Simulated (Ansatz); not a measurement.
Start from TiC in the rock salt structure (space group Fm-3m, No. 225; a = 4.3285 Å).

All numbers come from r2SCAN (Ansatz, a program for electronic structure, PAW, scalar-relativistic without spin-orbit coupling), earlier PAW set.

Before the change:

- Band gap = zero
- Lattice parameter a = 4.329 Å

Modification: a hydrostatic pressure of 18 GPa.

Estimate the effect on the band gap.

The band gap stays zero.

Predict the new lattice parameter a.

The lattice parameter a decreases by 0.087 Å (4.329 Å → 4.242 Å).

Load acts through the strain it causes; cell and atoms are relaxed under it. Whether these cells are dynamically stable was not tested. No other phases were tried under pressure. All final runs are without spin polarisation.
